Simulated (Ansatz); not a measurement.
## Response to strain in Si

Start from Si in the diamond structure (space group Fd-3m, No. 227; a = 5.470 Å).

Strains are applied to the cell and any free atomic positions relax.

Computed with Ansatz (a program for electronic structure), PBE, PAW, cutoff 420 eV, no spin-orbit coupling.

Before the change:

* **Band gap**: 0.61 eV

Task: The aim is a band gap between 0.48 eV and 0.54 eV. Which of these changes reaches it?
A. isotropic strain −0.50 %
B. isotropic strain +3.00 %
C. isotropic strain +1.00 %
D. isotropic strain −2.00 %
E. isotropic strain +2.50 %

Result: D, isotropic strain −2.00 %. It gives 0.50 eV; isotropic strain +3.00 % gives 0.75 eV; isotropic strain +1.00 % gives 0.67 eV; isotropic strain +2.50 % gives 0.73 eV; isotropic strain −0.50 % gives 0.59 eV. Changes not listed may reach it too

Whether these cells are dynamically stable was not tested.
